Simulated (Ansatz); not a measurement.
Structures of equal composition on the (0001) surface of 4H silicon carbide (Si plane on top): (√3x√3)R30° Sn adatom at H3; (√3x√3)R30° Sn adatom at T4. The slabs share one bottom face, and each structure is named by its start. These are constructed structures in small cells; real faces may alloy, dewet or reconstruct in larger ones, and not all known structures of the face are among them. Slabs of about 10 Å with all that they carry, Fermi-Dirac smearing of 0.025 eV. Bottom of the slabs: H caps. Relaxed from the named starts with such symmetry as they have, on meshes of like density; energies extrapolated to zero smearing; no spin-orbit coupling, no U. Spin-polarised runs, if any, are marked in brackets, and their order is one that fits the cell; the others ran without spin. Where a second, spin-polarised start was run, the lower counts.

Host crystal: 4H silicon carbide, with a band gap (PBE, scalar-relativistic without spin-orbit coupling).

Method: PBE (plane waves to 420 eV, PAW; Ansatz, a first-principles code).

Problem. Order them by energy per 1x1 cell (lowest first) at the level PBE.

Solution. (√3x√3)R30° Sn adatom at T4 (0.000 eV [spin, 1.0 μB a cell], a narrow gap of 0.19 eV by band count), (√3x√3)R30° Sn adatom at H3 (0.113 eV [spin, 1.0 μB a cell], a narrow gap of 0.21 eV by band count)
